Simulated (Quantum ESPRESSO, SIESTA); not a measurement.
## Pressure against volume in hcp Hf (space group 194) (SIESTA, LDA)

```
CELL_PARAMETERS angstrom
      3.00821     0.00000     0.00000
     -1.50410     2.60518     0.00000
      0.00000     0.00000     4.76221
ATOMIC_POSITIONS crystal
  Hf 0.66667 0.33333 0.75000
  Hf 0.33333 0.66667 0.25000
```

Level of theory: LDA PW92, numerical atomic orbitals DZP, PseudoDojo LDA standard norm-conserving potentials (rewritten from UPF to PSML) (SIESTA). Settings: XC.functional = LDA; XC.authors = PW92; potentials = PseudoDojo LDA standard; PAO.BasisSize = DZP; PAO.EnergyShift = 0.005 Ry; MeshCutoff = 520 Ry; kgrid.MonkhorstPack = 24 24 14; OccupationFunction = FD; ElectronicTemperature = 50 meV; MaxSCFIterations = 150; SCF.Mixer.Method = Pulay; SCF.Mixer.Weight = 0.1; SCF.Mixer.History = 6; SCF.DM.Tolerance = 1.0E-05. The cell above is the first row's. The rows scale it uniformly. In all rows fractional positions and the k mesh are held.

| V (Å^3/atom) | P (GPa) |
|---|---|
| 18.6605 | 16.32 |
| 19.0662 | 12.42 |
| 19.4719 | 8.83 |
| 19.8775 | 5.61 |
| 20.2832 | 2.61 |
| 20.6889 | -0.13 |
| 21.0945 | -2.64 |
| 21.5002 | -4.94 |
| 21.9059 | ? |

Taking a cubic for P over the 8 complete rows: With u = V - 20.1, the rows have u = -1.4395, -1.0338, -0.6281, -0.2225, 0.1832, 0.5889, 0.9945, 1.4002. Least squares gives P = 3.921 - 7.3189·u + 0.8003·u² - 0.06797·u³. Residuals (row less fit): 0.002, 0.002, -0.021, 0.020, 0.003, -0.005, -0.007, 0.004; standard error 0.015 (degrees of freedom: 4). The fitted pressure is zero at V0 = 20.67, where dP/dV = -6.474, so B0 = -V0·dP/dV = 134 GPa.

Q: Predict the withheld P at V = 21.9059 from the fit, and compare with the calculation.

A: u = 1.8059, so P = 3.921 - 7.3189 × 1.8059 + 0.8003 × 1.8059² - 0.06797 × 1.8059³ = -7.087 GPa. The calculation gives -7.06 GPa, 0.027 GPa above the prediction (0.1 % of the range of P in the table). The row lies outside the fitted rows, so this is an extrapolation. From the scatter of the fitted rows alone, a prediction at this place has a standard error of 0.041 GPa, so the miss is 0.7 times that.

Carrying the step between the two nearest rows on in a straight line would have given -7.24, off by 0.18; series whose last step already gives the withheld value aren't shown. The reference cell has the volume at which an earlier scan in this program and functional put its minimum by a fit (its basis settings may differ); axis ratios and inner coordinates come from a measured-size cell. The runs keep the symmetry of the cell, so they don't test it for distortions. A plane-wave scan with the same functional (Quantum ESPRESSO, GBRV) gives V0 = 20.93 Å^3/atom and B0 = 121 GPa; a Birch-Murnaghan fit to all rows here lies -1.2 % from it in V0 and 11 % in B0; the two differ in basis, and may differ in potentials and mesh. Values carry the incompleteness of an atom-centred basis. Spin-orbit coupling is off. The shape of the cell and the inner coordinates aren't relaxed, so V0 and B0 belong to this uniform scaling; a relaxed crystal lies no higher in energy and is usually softer. Cutoffs and mesh are single choices, not tested for convergence of this quantity. Series with a scatter that would blur these digits, or in which a gap closes, are not shown.
